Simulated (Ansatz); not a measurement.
The starting structures come from a database of crystals and need not be the phases stable at ambient conditions.

Evanescent states of KSbO₃ (Fd-3m, not sure to be the ambient phase, 20 atoms a cell, 15.0 Å³ an atom, -5 GPa at this level) along the normal of (001)

The numbers are results of r2SCAN (plane waves, PAW; Ansatz, a quantum-chemistry and plane-wave program), not measurements.

The gap is the functional's own, uncorrected, and κ follows it; spin-orbit coupling is left out. Mid-gap values are interpolated between the computed energies.

Energies count from the valence-band top; κ is the least over a 4×4 mesh across the current.

```tsv
E (eV)	κ (1/Å)	where
0.05	0.143	off Γ
0.15	0.223	off Γ
0.25	0.232	Γ
0.35	0.231	Γ
0.45	0.230	Γ
0.55	0.227	Γ
0.65	0.223	Γ
0.75	0.217	Γ
0.85	0.211	Γ
0.95	0.203	Γ
1.05	0.193	Γ
1.15	0.181	Γ
1.25	0.168	Γ
1.35	0.151	Γ
1.45	0.131	Γ
1.55	0.105	Γ
1.65	0.066	Γ
```

Task: How thick must the barrier be to attenuate the transmission by 10^6 when the electrodes' Fermi level lies at 0.05 eV, and what attenuation does that film give at 1.05 eV?

Result: d = 6 ln 10 / (2 × 0.143) = 48.3 Å. At 1.05 eV it gives 6 × 0.193/0.143 = 8.1 decades.
